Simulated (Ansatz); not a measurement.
rock-salt TaN (0 0 1) on zinc-blende InP (0 0 1) (film strained to the substrate, faces as cut)

A periodic stack without vacuum, rock-salt TaN (0 0 1) on zinc-blende InP (0 0 1) (film strained to the substrate, faces as cut): substrate slab In6P5, film N12Ta12, surface cells [[1, 0], [1, 1]] and [[0, -1], [2, 1]], film strained by -4.6 and -4.6 %, faces In/In and NTa/NTa as cut (like faces can put a slab off its formula).

The start was prepared with a machine-learned potential, and the result is one local minimum, with the in-plane cell held and forces under 0.04 eV/Å; the film can end far from its bulk form.

Method: PBE (plane waves to 420 eV, PAW; Ansatz, a program for electronic structure). Spin–orbit coupling is left out; the runs are not spin-polarised; PBE gaps are too small against experiment. Its k-point mesh 7×7×1, Fermi–Dirac width 0.05 eV.

```
Quantity                                                                                                                                                                               Value
--------------------------------------------------------------------------------  ----------------------------------------------------------------------------------------------------------
interface area                                                                                                                                                                       17.8 Å²
period                                                                                                                                                                               32.64 Å
gaps between the outermost planes at the two interfaces                                                                                                                      2.36 and 2.36 Å
In–Ta contacts across the interfaces within 1.22 times the sum of covalent radii                                                                                              8, mean 3.17 Å
estimate of the barrier                                                           withheld, since the Fermi level falls at or inside a band of the host, which a slab this thin can't settle
```

```xyz
35
Lattice="4.2133 -0.0004 0.1032 -0.0002 4.2143 0.0251 1.1582 -0.1589 32.6777" Properties=species:S:1:pos:R:3 pbc="T T T"
In     4.6505     0.4288     4.7376
In     2.6512     2.5541     1.6925
In     4.4891     0.3924    10.6980
In     2.4624     2.5169     7.6822
In     4.3246     0.3648    16.6863
In     2.3016     2.4797    13.6420
P      4.7092     2.5448     3.2662
P      4.5314     2.5083     9.2220
P      2.5063     0.4189     6.1791
P      4.3722     2.4761    15.1768
P      2.3453     0.3819    12.1362
N      2.0997     0.3651    21.1935
N      4.2068     2.4760    21.2233
N      4.2470     0.3796    19.6609
N      2.1520     2.4833    19.1245
N      1.9672     0.3354    26.3061
N      4.0733     2.4423    26.3993
N      4.1177     0.3451    24.6569
N      2.0100     2.4524    24.6513
N      1.8163     0.3026    31.8349
N      3.9470     2.4122    31.3961
N      3.9819     0.3141    29.8000
N      1.8793     2.4211    29.7954
Ta     4.1920     0.3648    21.8135
Ta     2.0867     2.4721    21.7442
Ta     2.1543     0.3817    19.0028
Ta     4.2618     2.4896    19.0575
Ta     4.0597     0.3319    26.9072
Ta     1.9533     2.4392    26.8747
Ta     2.0238     0.3483    24.0938
Ta     4.1306     2.4555    24.1370
Ta     3.9291     0.3015    31.9912
Ta     1.8238     2.4087    31.9589
Ta     1.8927     0.3174    29.2083
Ta     4.0011     2.4248    29.2429
```
